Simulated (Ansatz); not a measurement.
# Hypothetical ReO3 type CoCl3: response to strain

Base system: CoCl3 in the ReO3 type structure (space group Pm-3m, No. 221; a = 4.6586 Å; ferromagnetic; a hypothetical phase, not in the database extracts checked; relaxed with 0.1 eV smearing). Axes: x, y, z lie along the cube axes.

Strains are applied to the cell and any free atomic positions relax; under biaxial strain the out-of-plane vector relaxes too; under stress the whole cell relaxes.

Levels (all Ansatz, an electronic-structure program, PAW): PBE (420 eV, spin-orbit coupling left out); PBEsol (420 eV, no SOC).

The base cell above is that of PBE; each level relaxes its own structures.

Notes on the quantities. energy relative to the base: free energy F.

```tsv
case	energy relative to the base, PBE	energy relative to the base, PBEsol
biaxial strain +1.25 %, plane normal [001], relaxed out of plane	+1.9 meV/atom	+2.1 meV/atom
biaxial strain −1.95 %, plane normal [110], relaxed out of plane	+4.4 meV/atom	+4.7 meV/atom
biaxial strain −1.47 %, plane normal [110], relaxed out of plane	+2.5 meV/atom	+2.7 meV/atom
biaxial strain +1.80 %, plane normal [110], relaxed out of plane	+3.5 meV/atom	+3.9 meV/atom
biaxial strain +1.10 %, plane normal [111], relaxed out of plane	+1.3 meV/atom	+1.3 meV/atom
isotropic strain −2.11 %	+14 meV/atom	+15 meV/atom
isotropic strain −0.97 %	+2.8 meV/atom	+3.0 meV/atom
isotropic strain +1.18 %	+3.7 meV/atom	+4.2 meV/atom
uniaxial strain ε_xx = +2.00 %	+2.1 meV/atom	+2.4 meV/atom
uniaxial strain ε_yy = −4.70 %	+15 meV/atom	+16 meV/atom
tensor shear ε_xy = −1.44 %	+1.2 meV/atom	+1.2 meV/atom
uniaxial stress, 3 GPa compression along x	+9.2 meV/atom	+7.7 meV/atom
```

The two levels differ by at most about 1.5 meV/atom. They put the cases in the same order.

Beyond what the load breaks, stability against distortions was not tested. No Hubbard U is applied and the magnetic state is the run's own (CoCl3 ferromagnetic); small cells can't hold the antiferromagnetic order that many such compounds have, so gaps and moments can be off.
